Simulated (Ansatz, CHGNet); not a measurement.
# Equilibrium lattice constant a of fluorite HfO2 (high-temperature phase) at several levels of theory

No measured value is used here.

```tsv
level (code)	value (Å)
CHGNet-r²SCAN	5.032
LDA (Ansatz)	___
BLYP (Ansatz)	5.143
PBE (Ansatz)	___
PBE-D4 (Ansatz)	5.075
r²SCAN (Ansatz)	5.058
r²SCAN+SOC (Ansatz)	5.057
HSE06 (Ansatz)	5.056
PBE0 (Ansatz)	5.057
Hartree–Fock (Ansatz)	___
```

Fill in the missing entries.


- LDA (Ansatz, an electronic-structure program), value (Å): 5.001
- PBE (Ansatz), value (Å): 5.097
- Hartree–Fock (Ansatz), value (Å): 5.091

Density-functional levels without +SOC have no spin–orbit coupling. LDA, BLYP, PBE, PBE-D4, r²SCAN, r²SCAN+SOC, HSE06, PBE0, Hartree–Fock: symmetry holds this phase in the static calculation, where it need not be a minimum. Cutoffs and k meshes differ between the levels. Ansatz's density-functional and Hartree–Fock values are scalar-relativistic unless marked +SOC, with PAW data made under PBE.

Machine-learned potentials (CHGNet-r²SCAN) are trained on DFT data: a solid inside that data is no test of them.
